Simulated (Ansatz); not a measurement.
# Sb₂O₃ (Fd-3m, No. 227)

Computed with r²SCAN in Ansatz (plane waves, PAW).

Run with plane-wave cutoff 600 eV, 6×6×6 k mesh, finite displacements, scalar-relativistic PAW data made under PBE.

Cell: relaxed at this level.

```
Property                               Result
-------------------------------------  ------
high-frequency dielectric constant       4.09
dielectric constant ε0 (ions relaxed)    8.35
```

Note: the relaxation could not lower the start's symmetry, so the cell can be a saddle point above a distorted one; the volume lies 5 % above that of the published cell.

Spin–orbit coupling is not included.

Ansatz is a first-principles code.
